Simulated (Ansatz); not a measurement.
For Cr₂C (P-3m1), PBEsol, DFPT electron-phonon coupling, linearised Boltzmann equation in Ansatz (a first-principles code) gives a transport coupling λ_tr = 0.351 and a Drude plasma energy ħω_p = 5.05 eV along x (a = (2.80, 0.00, 0.00) Å; b = (-1.40, 2.42, 0.00) Å; c = (0.00, 0.00, 4.21) Å).

**Question.** Estimate the resistivity at 300 K from the high-temperature formula ρ = 2π λ_tr k_B T / (ħ ε₀ ω_p²), and say how the full Boltzmann solution compares.

**Answer.** The scattering rate is 1/τ = 2π λ_tr k_B T/ħ = 8.66e13 s⁻¹ and ω_p = 7.67e15 s⁻¹, so ρ ≈ 16.6 μΩ·cm. The Boltzmann solution gives 13.5 μΩ·cm, 0.81 times the estimate; it lies lower because k_BT is not large against the phonon energies and the solution lets the distribution adjust.

A metal at this level (no band gap). Only scattering by harmonic phonons is included (no impurities, grain boundaries, electron-electron scattering or thermal expansion). Spin-orbit coupling is left out. Halving the electron mesh (36x36x20) moves the resistivity by up to 2 % at 300 K, the coupling by up to 1 %. Smearing 0.20 eV; phonons on a 6x6x3 q mesh, which this run doesn't test.

Computed structure, not matched to a measured one here, so possibly hypothetical: Cr2C (P-3m1). Treated as nonmagnetic (a ferromagnetic start lost its moment, other orders weren't tried): Cr2C (P-3m1).
